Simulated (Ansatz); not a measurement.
Take BN in the wurtzite structure (space group P6_3mc, No. 186; a = 2.555 Å, c = 4.225 Å) as the base. Axes: x lies along a and z along c of the hexagonal cell.

Computed with PBE (Ansatz, a program for electronic structure; PAW; 420 eV plane waves; without spin-orbit coupling).

Strains are applied to the cell and any free atomic positions relax; under biaxial strain the out-of-plane vector relaxes too; under stress the whole cell relaxes.

One change was made to it. Results:

```
quantity                  base            after
-------------  ---------------  ---------------
gap character  indirect, Γ → K  indirect, Γ → K
band gap               5.23 eV          5.29 eV
```

Question: Name the change that was made.
(A) biaxial strain +2.49 %, plane normal [001], relaxed out of plane
(B) isotropic strain −3.98 %
(C) biaxial strain +0.83 %, plane normal [001], relaxed out of plane
(D) uniaxial stress, 1 GPa compression along x
(E) uniaxial strain ε_zz = −4.29 %

Answer: C, biaxial strain +0.83 %, plane normal [001], relaxed out of plane. For comparison, the band gap in the other runs: uniaxial stress, 1 GPa compression along x gives 5.22 eV; isotropic strain −3.98 % gives 4.95 eV; biaxial strain +2.49 %, plane normal [001], relaxed out of plane gives 5.38 eV; uniaxial strain ε_zz = −4.29 % gives 5.42 eV.

Semilocal Kohn–Sham gaps tend to fall short of experiment. Stability under load was not tested beyond the relaxation. Labels are those of the standard path for the cell's own space group.
